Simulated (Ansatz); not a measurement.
The starting structures come from a database of crystals and need not be the phases stable at ambient conditions.

 Where the default PAW files enter, the runs use the earlier of Ansatz's two default sets.

Tunnelling through a barrier is set by its complex band structure: the current falls as exp(−2κd) with the smallest κ.

Input:

```
GaSr2O6Sb
1.0
    5.64090     0.00000     0.00000
    0.00000     5.64090     0.00000
    2.82045    -2.82045     3.98872
Sr Ga Sb O
2 1 1 6
Direct
  0.75000   0.75000   0.50000
  0.25000   0.25000   0.50000
  0.00000   0.00000   0.00000
  0.50000   0.50000   0.00000
  0.25011   0.74989   0.00000
  0.74989   0.25011   0.00000
  0.25011   0.25011   0.00000
  0.74989   0.74989   0.00000
  0.25011   0.74989   0.49978
  0.74989   0.25011   0.50022
```

Space group of this cell: Fm-3m. The cell is taken as given; by PBEsol its mean pressure is -5.9 GPa.

Transport runs along the normal of the first two printed cell vectors, the (001) plane of the conventional cell.

The gap is the functional's own, uncorrected, and κ follows it; spin-orbit coupling is left out. Mid-gap values are interpolated between the computed energies.

Compute, with PBEsol (Ansatz, an electronic-structure program), the band gap and the smallest decay constant κ at mid-gap.

Gap 0.66 eV on a 8×8×8 mesh; κ = 0.110 1/Å, at the zone centre.
